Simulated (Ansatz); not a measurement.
Start from TlCl in the NiAs type structure (space group P6_3/mmc, No. 194; a = 4.347 Å, c = 7.726 Å; a hypothetical phase, not in the database extracts checked).

Computed with PBEsol (Ansatz, a program for electronic structure), scalar-relativistic without spin-orbit coupling.

For the base:

| Item | Result |
|---|---|
| Hole mass | 0.21 mₑ along c, 0.58 mₑ across (at Γ) |
| Band gap | 1.77 eV |
| Density | 6.30 g/cm³ |
| Shortest interatomic distance | 3.167 Å |

Modification: hydrostatic tension (pressure −1 GPa).

Problem. What does the calculation give for the hole mass, band gap, density and shortest interatomic distance after the change?

Solution. The hole mass changes from 0.21 mₑ along c, 0.58 mₑ across (at Γ) to 0.24 mₑ along c, 0.60 mₑ across (at Γ); the band gap goes up by 0.12 eV (1.77 eV → 1.89 eV); the density decreases by 0.31 g/cm³, from 6.30 g/cm³ to 5.99 g/cm³; the shortest interatomic distance grows by 0.052 Å to 3.219 Å.

With Tl present, leaving out spin-orbit coupling can change the band edges. Load acts through the strain it causes; cell and atoms are relaxed under it. Effective masses come from finite differences of ±0.01 Å⁻¹. Stability against distortions was not tested.
